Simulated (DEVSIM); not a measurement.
System: n-channel Si planar bulk MOSFET with SiON, at 300 K.

- Gate length: 50 nm
- Source drain length: 40 nm
- Dielectric thickness: 1.9 nm
- Lateral straggle: 2.6 nm
- Underlap: 0 nm
- Junction depth: 26.7 nm
- Substrate depth: 194 nm
- Gate work function: 4.18 eV
- Source and drain doping: 5.5e19 cm⁻³, Gaussian tails under the gate
- Body doping: 1.1e18 cm⁻³
- Lifetime: 2e-7 s
- Supply: 1 V

All mobilities are scaled by 0.3; velocity saturation, μ/(1 + (μE/vsat)^b)^(1/b) with b = 2 for electrons and 1 for holes and E the electric field along each mesh edge, is on. Mobility is μmin + (μ − μmin)/(1 + (N/Nref)^α).

The device is made up for the run: typed textbook-type constants, with dimensions and the other settings drawn at random. Values at 300 K.

Si: gap (eV) 1.124, affinity (eV) 4.05, permittivity 11.7, Nc (cm⁻³) 2.86e19, Nv (cm⁻³) 3.1e19, μn (cm²/Vs) 1417, μp (cm²/Vs) 470, μn,min 52, μp,min 45, Nref,n 9.7e16, Nref,p 2.2e17, αn 0.68, αp 0.72, vsat,n (cm/s) 1e7, vsat,p (cm/s) 8.4e6. SiON: gap (eV) 7, affinity (eV) 1.4, permittivity 5.5.

Model (solved in DEVSIM): 2D drift-diffusion, Boltzmann statistics, complete ionisation; no quantum confinement, tunnelling, impact ionisation, self-heating, contact resistance or fringe fields beside the gate. Metal contacts follow the ideal Schottky-Mott rule: no Fermi-level pinning, no interface dipoles.

Transfer curves, |Id| in μA/μm:

```
Vg (V)  Vd = 0.05 V   Vd = 1 V
------  -----------  ---------
-0.3       8.617e-7   2.026e-5
-0.25      3.641e-6   7.320e-5
-0.2       1.562e-5  0.0002750
-0.15      6.772e-5   0.001066
-0.1      0.0002959   0.004233
-0.05      0.001298    0.01708
0          0.005702    0.06932
0.05        0.02492     0.2785
0.1          0.1071      1.071
0.15         0.4389      3.678
0.2           1.592      10.36
0.25          4.543      23.13
0.3           9.582      42.49
0.35          15.74      67.83
0.4           22.01      98.28
0.45          27.95      133.0
0.5           33.45      171.3
0.55          38.48      212.7
0.6           43.10      256.6
0.65          47.35      302.9
0.7           51.26      351.0
0.75          54.87      400.9
0.8           58.23      452.2
0.85          61.35      504.8
0.9           64.26      558.6
0.95          66.99      613.2
1             69.54      668.7
```

Task: Work out the subthreshold swing at low drain bias from the rows at -0.05 and 0 V, and compare it with the thermal limit.

Result: log10(0.005702/0.001298) = 0.643 over 50.0 mV, so S = 77.8 mV/decade. The limit kT/q ln 10 is 59.5 mV/decade; the ratio is 1.31. This is the steepest step of the table.

Task: Find both thresholds at the constant current 0.1 μA × (1 μm/L) a micrometre, and the DIBL.

Result: The current is 2.00 μA/μm. Interpolating ln Id gives 0.211 V and 0.125 V; their difference over the 0.95 V of drain bias is 90 mV/V.

Source and drain are degenerate, where Boltzmann statistics are only rough. The electric field that drives the saturation includes the junctions' built-in field, which lowers the mobility there even at small currents: subthreshold currents come out too low, a known weakness of this choice.
